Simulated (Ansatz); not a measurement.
Base system: AlRu in the CsCl type structure (space group Pm-3m, No. 221; a = 2.9832 Å; relaxed with 0.1 eV smearing). Axes: x, y, z lie along the cube axes.

Computed with Ansatz (an electronic-structure program), r2SCAN, PAW, cutoff 500 eV, no spin-orbit coupling.

Base values:

| Quantity | Value |
|---|---|
| Pressure | 0.0 GPa |

It is then changed as follows: the symmetric strain tensor [0.0009 0.0042 -0.0073; 0.0042 -0.0106 0.0161; -0.0073 0.0161 0.0013], atoms relaxed at fixed cell.

Question: Predict the new energy relative to the base.

Answer: The energy rises by 9.3 meV/atom.

Question: How does this affect the pressure?

Answer: The pressure (mean of the normal stresses, compression positive) goes from zero to 2.2 GPa.

Whether these cells are dynamically stable was not tested. All final runs are without spin polarisation.
